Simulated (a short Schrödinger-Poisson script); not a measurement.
Gated In0.52Al0.48As/In0.53Ga0.47As modulation-doped gas in a quantum well

Stack: gated In0.52Al0.48As/In0.53Ga0.47As modulation-doped gas in a quantum well, at 77 K.

| layer | material | thickness (nm) | Nd (cm⁻³) | Na (cm⁻³) |
|---|---|---|---|---|
| 1 | In0.52Al0.48As | 20 | - | - |
| 2 | In0.52Al0.48As | 40 | 1e18 | - |
| 3 | In0.52Al0.48As | 40 | - | - |
| 4 | In0.53Ga0.47As | 20 | - | - |
| 5 | In0.52Al0.48As | 4000 | - | 1e15 |

The device is made up for the run: typed textbook-type constants, with dimensions and the other settings drawn at random. In0.52Al0.48As: permittivity 12.5, conduction-band edge (eV) 0.52, gap (eV) 1.45, electron mass (mₑ) 0.075, Nv at 300 K (cm⁻³) 1.1e19. In0.53Ga0.47As: permittivity 13.9, conduction-band edge (eV) 0, gap (eV) 0.74, Nv at 300 K (cm⁻³) 7.7e18.

Channel valleys (confinement mass, in-plane density-of-states mass, number): Γ 0.041, 0.041, 1. At the gate the conduction-band edge of layer 1 lies 0.65 eV − eVg above the Fermi level of the channel; the field vanishes at the back. Donor level 0.05 eV below the band edge. The barrier under the gate holds no holes. Gaps are held at their typed values at every temperature. Mesh 0.08 nm at interfaces.

From a short Schrödinger-Poisson script (our own, NumPy): 1D Poisson equation in equilibrium, electrons quantum, Hartree plus LDA exchange-correlation (BenDaniel-Duke, 40 states a valley, the channel's in-plane mass for all, wave functions free to enter the barrier), parabolic valleys, classical holes, donors ionised by Fermi statistics, acceptors fully, no traps, pinning or gate leakage.

| Vg (V) | electrons (cm⁻²) | in the channel layer | C (μF/cm²) | Γ E0 (meV) | Γ E1 (meV) |
|---|---|---|---|---|---|
| 0.4 | 4.99e11 | 4.94e11 | 0.425 | -28.9 | 24.5 |
| 0.25 | 4.99e11 | 4.94e11 | 0.374 | -28.9 | 24.5 |
| 0.1 | 4.98e11 | 4.94e11 | 0.336 | -28.8 | 24.5 |
| -0.05 | 4.98e11 | 4.94e11 | 0.308 | -28.8 | 24.5 |
| -0.2 | 4.98e11 | 4.94e11 | 0.286 | -28.8 | 24.5 |
| -0.35 | 4.97e11 | 4.93e11 | 0.267 | -28.8 | 24.5 |
| -0.5 | 4.97e11 | 4.93e11 | 0.252 | -28.8 | 24.6 |
| -0.65 | 4.96e11 | 4.92e11 | 0.239 | -28.7 | 24.6 |
| -0.8 | 4.95e11 | 4.90e11 | 0.228 | -28.6 | 24.7 |
| -0.95 | 4.92e11 | 4.88e11 | 0.217 | -28.5 | 24.8 |
| -1.1 | 4.88e11 | 4.84e11 | 0.204 | -28.2 | 25.0 |
| -1.25 | 4.70e11 | 4.66e11 | 0.156 | -27.2 | 25.9 |
| -1.4 | 3.83e11 | 3.80e11 | 0.102 | -22.0 | 30.5 |
| -1.55 | 2.87e11 | 2.85e11 | 0.102 | -16.2 | 35.8 |
| -1.7 | 1.92e11 | 1.91e11 | 0.101 | -9.9 | 41.7 |
| -1.85 | 9.82e10 | 9.77e10 | 0.0995 | -2.1 | 49.1 |
| -2 | 1.07e10 | 1.07e10 | 0.0770 | 15.3 | 66.2 |

Gate voltages with under 1e6 electrons/cm² are left out.

Subbands count from the Fermi level.
